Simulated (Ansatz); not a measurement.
```
HfS2
1.0
    3.53358     0.00000     0.00000
   -1.76679     3.06017     0.00000
    0.00000     0.00000     5.65227
Hf S
1 2
Direct
  0.00000   0.00000   0.00000
  0.33333   0.66667   0.26216
  0.66667   0.33333   0.73784
```

No spin polarisation.

All numbers come from plane-wave PAW DFT at the PBE-D3(BJ) level (Ansatz, an electronic-structure program, 420 eV), scalar-relativistic without spin-orbit coupling. Settings: 11×11×6 k-points, 0.05 eV Fermi–Dirac smearing.

Question: Predict the band gap.

Answer: 0.55 eV.

Question: Predict the pressure (mean of the normal stresses, compression positive).

Answer: 3.19 GPa.

Question: Estimate the space group.

Answer: P-3m1 (No. 164).

With Hf present, leaving out spin-orbit coupling can change the band edges. The cells carry an imposed strain or load. Stability against distortions was not tested. The cell was made from HfS2 in the CdI2 type structure (space group P-3m1, No. 164; layered, stacked along the Cartesian z axis) by this change: isotropic strain −2.00 %.
